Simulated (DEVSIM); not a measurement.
Structure: abrupt GaAs n-p junction, at 300 K.

| layer (left to right) | material | thickness (μm) | Nd (cm⁻³) | Na (cm⁻³) | τn (s) | τp (s) |
|---|---|---|---|---|---|---|
| 1 | GaAs | 0.150 | 7.4e15 | - | 1.3e-9 | 1.3e-9 |
| 2 | GaAs | 0.540 | - | 2.6e15 | 1.3e-9 | 1.3e-9 |

Left contact: ohmic. Right contact: ohmic. Voltage is applied to the left contact. Recombination: SRH at mid-gap, radiative, Auger. Mobility is constant in doping.

Constants are typed, rounded textbook-type inputs, not results; the design itself was drawn at random and stands for no fabricated device. Values at 300 K.

| parameter | GaAs |
|---|---|
| gap (eV) | 1.424 |
| affinity (eV) | 4.07 |
| permittivity | 12.9 |
| Nc (cm⁻³) | 4.7e17 |
| Nv (cm⁻³) | 9e18 |
| μn (cm²/Vs) | 8500 |
| μp (cm²/Vs) | 400 |
| B (cm³/s) | 2e-10 |
| Cn (cm⁶/s) | 1e-30 |
| Cp (cm⁶/s) | 1e-30 |

Simulated with DEVSIM: 1D drift-diffusion, Boltzmann statistics, complete ionisation; no tunnelling, impact ionisation, image-force lowering or self-heating.

Task: Tabulate band edges, carrier densities and field at -1.05 V on the left contact.

Result: Energies count from the Fermi level of the right contact; mesh points crowd at the junctions.

```csv
x (μm),Ec (eV),Ev (eV),n (cm⁻³),p (cm⁻³),field (V/cm)
0.000,1.157,-0.267,7.4e15,< 1e2,540
0.01007,1.158,-0.266,7.2e15,1.7e13,560
0.02459,1.159,-0.265,7.0e15,4.2e13,620
0.04153,1.160,-0.264,6.6e15,7.4e13,780
0.07471,1.163,-0.261,5.8e15,1.4e14,1400
0.09685,1.167,-0.257,5.0e15,2.1e14,2000
0.1163,1.172,-0.252,4.1e15,2.8e14,2900
0.1372,1.179,-0.245,3.1e15,4.2e14,4100
0.1479,1.184,-0.240,2.5e15,5.2e14,4900
0.1578,1.189,-0.235,2.1e15,6.5e14,4500
0.1714,1.194,-0.230,1.7e15,8.3e14,3800
0.2011,1.204,-0.220,1.1e15,1.3e15,2600
0.2319,1.210,-0.214,8.3e14,1.7e15,1700
0.2749,1.216,-0.208,6.2e14,2.2e15,890
0.3687,1.220,-0.204,4.1e14,2.7e15,79
0.4512,1.219,-0.205,3.0e14,2.8e15,-150
0.5335,1.218,-0.206,2.0e14,2.8e15,-240
0.5854,1.216,-0.208,1.4e14,2.7e15,-270
0.6356,1.215,-0.209,7.3e13,2.7e15,-280
0.6585,1.214,-0.210,4.3e13,2.6e15,-280
0.6750,1.214,-0.210,2.1e13,2.6e15,-290
0.6900,1.213,-0.211,< 1e2,2.6e15,-290
```
